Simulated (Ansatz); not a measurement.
Worked example: relaxation of the atoms of BaTiO3 (P4mm, 5 atoms in the cell) in Ansatz (a quantum-chemistry and plane-wave program).

Computed with PBE (plane waves, PAW; Ansatz).

The change in words: one atom moved by 0.15 angstrom; relax: default → atoms; relax.f_tol: default → 0.001 eV/Å. Reference geometry:
```yaml
crystal:
  lattice:
    - [4.01200, 0.00000, 0.00000]
    - [0.00000, 4.01200, 0.00000]
    - [0.00000, 0.00000, 4.01200]
  atoms:
    - { symbol: Ba, position: [0.00000, 0.00000, 0.00000] }
    - { symbol: Ti, position: [0.50000, 0.50000, 0.50000] }
    - { symbol: O, position: [0.50000, 0.00000, 0.50000] }
    - { symbol: O, position: [0.00000, 0.50000, 0.50000] }
    - { symbol: O, position: [0.50000, 0.50000, 0.00000] }
```

Reference input (self-consistent single point, DFT, PBE, plane waves, default PAW files): basis.ecutwfc = 420 eV; kpoints.mp_grid.grid = 6 6 6; hamiltonian.xc = pbe; hamiltonian.pseudopotentials = {kind: paw} (the program's default PAW files); scf.occupations.method = fermi_dirac; scf.occupations.width = 0.01 eV. This run's input differs from it in these lines:

```diff
@@ -7,3 +7,3 @@
   atoms:
-    - { symbol: Ba, position: [0.00000000, 0.00000000, 0.00000000] }
+    - { symbol: Ba, position: [0.00000000, 0.00000000, 0.03738800] }
     - { symbol: Ti, position: [0.50000000, 0.50000000, 0.50000000] }
@@ -25,2 +25,4 @@
     width: 0.01
+relax:
+  f_tol: 0.001
 output:
```

Output (repeated stretches shortened):

```
   [... SCF lines of the steps left out ...]
relax step   1: F+E_penalty+E_count = -10159.49933327 eV  Δ(F+E_penalty+E_count) = +0.000e0 eV  max|allowed force component| = 8.838e-1 eV/Å  Δτ_max = 0.0000 Å  (6 SCF iters, dr2 threshold 1.00e-7 eV, accepted)
relax step   2: F+E_penalty+E_count = -10159.52779564 eV  Δ(F+E_penalty+E_count) = -2.846e-2 eV  max|allowed force component| = 5.980e-1 eV/Å  Δτ_max = 0.1949 Å  (6 SCF iters, dr2 threshold 4.88e-5 eV, accepted)
   [... lines left out ...]
relax step  12: F+E_penalty+E_count = -10159.58545602 eV  Δ(F+E_penalty+E_count) = -1.786e-4 eV  max|allowed force component| = 1.873e-3 eV/Å  Δτ_max = 0.0046 Å  (6 SCF iters, dr2 threshold 3.13e-7 eV, accepted)
relax step  13: F+E_penalty+E_count = -10159.58545602 eV  Δ(F+E_penalty+E_count) = -1.892e-10 eV  max|allowed force component| = 1.869e-3 eV/Å  Δτ_max = 0.0000 Å  (6 SCF iters, accepted)
relax step  14: F+E_penalty+E_count = -10159.58545641 eV  Δ(F+E_penalty+E_count) = -3.989e-7 eV  max|allowed force component| = 5.800e-5 eV/Å  Δτ_max = 0.0002 Å  (6 SCF iters, accepted)
the relaxation is at rest under the 8 symmetry operations that the run kept from its start: a minimum is not shown …
Free energy (F): -10159.585456 eV
Internal energy: -10159.585456 eV  (E = F + TS)
E sigma→0 (E₀):  -10159.585456 eV
Fermi energy:    11.181856 eV
--- Forces (eV/Å), atoms counted from 1 ---
  atom   1  Ba    -0.00000000     0.00000000     0.00000608
  atom   2  Ti     0.00000000     0.00000000    -0.00005665
  atom   3  O     -0.00000000     0.00000000     0.00000259
  atom   4  O      0.00000000     0.00000000     0.00000259
  atom   5  O      0.00000000     0.00000000     0.00005215
--- Stress (GPa, compression-positive) ---
        1.303449       0.000000      -0.000000
   [... lines left out ...]
    - { symbol: Ba, position: [2.1951436998549996e-33, 0.0, 0.015887983470037434] }
    - { symbol: Ti, position: [0.49999999999999994, 0.49999999999999994, 0.5300779809251868] }
    - { symbol: O, position: [0.49999999999999994, 0.0, 0.5002020991108249] }
    - { symbol: O, position: [-1.7153263606910397e-33, 0.49999999999999994, 0.5002020991108249] }
    - { symbol: O, position: [0.49999999999999994, 0.49999999999999994, -0.008982162616874274] }
```

The run converged.  The full log also holds: “iter 5 did not close the SCF: its close was put off for the readings that it lacked (scf_convergence_deferred on its scf_iter line)”. The full log also holds: “iter 5 did not close the SCF: its close was put off for the readings that it lacked (scf_convergence_deferred on its scf_iter line)”.

Summary of the result:
- Free energy E − TS (on the zero of these files) = -10159.5855 eV
- Top of the valence band (on the code's own zero) = 10.26 eV
- Gap on the k-point mesh = 1.85 eV
- Pressure = 2.36 GPa
- Relaxation steps = 14

The starting cell has typed, rounded lattice constants, without a prior relaxation at this level. Its lattice was rescaled by up to half a per cent. For this run, on top of that: one atom moved by 0.15 angstrom. The relaxation keeps the symmetry of its start, so its end need not be a minimum. Ansatz's pressure includes its estimate of the finite-basis (Pulay) stress. Without the estimate this run gives 1.82 GPa.

Cost on one core of a shared machine: roughly 2 min.

Keys are those of Ansatz 0.2.
